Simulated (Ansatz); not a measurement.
GaBiO3 (Pm-3m, No. 221, 5 atoms in the cell; start mp-22979; idealised structure)

These are PBEsol+SOC (plane waves, PAW; Ansatz, an electronic-structure program) values and carry that method's errors.

Numerical settings: plane-wave cutoff 520 eV, 10×10×10 k mesh, Fermi–Dirac smearing 0.01 eV, PAW data made under PBE.

Cell (relaxed with PBEsol):

```yaml
crystal:
  lattice:
    - [3.85018, 0.00000, 0.00000]
    - [0.00000, 3.85018, 0.00000]
    - [0.00000, 0.00000, 3.85018]
  atoms:
    - { symbol: Ga, position: [0.50000, 0.50000, 0.50000] }
    - { symbol: Bi, position: [0.00000, 0.00000, 0.00000] }
    - { symbol: O, position: [0.50000, 0.00000, 0.50000] }
    - { symbol: O, position: [0.00000, 0.50000, 0.50000] }
    - { symbol: O, position: [0.50000, 0.50000, 0.00000] }
```

* **band gap**: 0.92 eV (indirect)
* **smallest direct gap on the k points sampled**: 1.47 eV
* **Γ–Γ gap**: 5.23 eV

Note: cell and atoms aren't relaxed at this level (pressure 0.6 GPa).

Computing time: around 2.2 core-minutes (rough).

A start named mp-… is a Materials Project structure, which need not be a measured phase.
